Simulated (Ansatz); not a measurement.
## Quick settings and what they miss: TiO₂ (P1, 9 atoms in the cell)

Self-consistent single point.

```
CELL_PARAMETERS angstrom
      2.98666     0.00000     0.00000
      0.00021     4.73680     0.00000
      1.49277     0.24386     7.12738
ATOMIC_POSITIONS crystal
  Ti 0.66171 0.52047 0.68450
  Ti 0.34464 0.48026 0.31696
  Ti 0.00337 0.00039 0.00070
  O  0.56803 0.81530 0.87283
  O  0.22941 0.70301 0.54951
  O  0.90650 0.69184 0.19517
  O  0.10124 0.30895 0.80624
  O  0.77793 0.29773 0.45188
  O  0.44004 0.18544 0.12854
```

Method: LDA (PW92), PAW files made with PBE (plane waves; Ansatz, a quantum-chemistry and plane-wave program).

Base settings: basis.ecutwfc = 420 eV; kpoints.mp_grid.grid = 8 5 4; hamiltonian.xc = lda; hamiltonian.pseudopotentials = {kind: paw} (the program's default PAW files); scf.occupations.method = fixed.

Tight run (finer mesh or higher cutoff; not a proven limit): basis.ecutwfc: 420 eV → 590 eV; kpoints.mp_grid.grid: 8 5 4 → 11 7 6; scf.convergence.dr2_threshold: default (1e-07 eV) → 1e-09 eV. It gave top of the valence band (on the code's own zero) 7.25 eV; gap on the k-point mesh 2.14 eV; pressure -12.30 GPa; largest force (vector length) 0.754 eV/Å.

Quick runs, as changes from the base:
- A: the base itself
- B: basis.ecutwfc: 420 eV → 295 eV; kpoints.mp_grid.grid: 8 5 4 → 4 4 4; scf.occupations.method: fixed → methfessel_paxton; kpoints.mp_grid.shift: default → 0.5 0.5 0.5; scf.occupations.width: default → 0.272 eV
- C: basis.ecutwfc: 420 eV → 335 eV; kpoints.mp_grid.grid: 8 5 4 → 2 2 2; scf.convergence.dr2_threshold: default (1e-07 eV) → 0.0001 eV
- D: basis.ecutwfc: 420 eV → 210 eV; kpoints.mp_grid.grid: 8 5 4 → 4 4 4; kpoints.mp_grid.shift: default → 0.5 0.5 0.5; scf.convergence.dr2_threshold: default (1e-07 eV) → 0.001 eV
- E: basis.ecutwfc: 420 eV → 250 eV; kpoints.mp_grid.grid: 8 5 4 → 6 6 6; scf.occupations.method: fixed → cold; scf.occupations.width: default → 0.272 eV

Gaps are read on each run's own mesh, which may miss the band edges.

The count of work is k-points × plane waves × bands × iterations; it is no time. 

Pressures in the table are Ansatz's without its Pulay estimate, at a fixed set of plane waves; the tight run's value above holds the estimate.

The starting cell comes from a database of computed structures (which also holds hypothetical and non-ambient phases and stackings), without a prior relaxation at this level. Its lattice was rescaled by a random factor within 2.5 % of one. In the base run, with a pressure of about -12 GPa the cell is away from its equilibrium volume at this level.

```csv
run,energy less tight (meV/atom),pressure less tight (GPa),largest miss in a force vector (eV/Å),gap on the mesh less tight (eV),count of work / tight
A,4.0,-0.59,0.001,-0.002,0.18
B,320.8,-29.24,0.102,0.348,0.031
C,146.7,-8.89,0.377,-0.077,0.0086
D,3412.0,-187.80,0.300,0.591,0.015
E,1180.0,-83.24,0.354,0.108,0.086
```

Among the runs at the tight run's level, the energy misses run from 4.0 to 3412.0 meV/atom.

Left out of this page: 1 run of the series outside the window shown, repeating another row's setting, or not comparable.

Keys are those of Ansatz 0.2.
